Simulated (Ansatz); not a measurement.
Take NaCl in the rock salt structure (space group Fm-3m, No. 225; a = 5.601 Å) as the base.

The values are results of DFT with PBEsol, PAW potentials and a 420 eV plane-wave cutoff in Ansatz (a first-principles code), scalar-relativistic without spin-orbit coupling, not measurements.

One change was made to it. Results:

```tsv
quantity	base	after
band gap	5.01 eV	5.84 eV
volume per atom	21.97 Å³	11.57 Å³
width of the top valence band	0.80 eV	2.27 eV
```

### Question
Name the change that was made.
(A) pressure −1 GPa
(B) pressure 15 GPa
(C) pressure 75 GPa
(D) pressure 30 GPa

### Answer
C, pressure 75 GPa. For comparison, the band gap in the other runs: pressure −1 GPa gives 4.86 eV; pressure 30 GPa gives 6.86 eV; pressure 15 GPa gives 6.40 eV.

Load acts through the strain it causes; cell and atoms are relaxed under it. Stability against distortions was not tested. No other phases were tried under pressure.
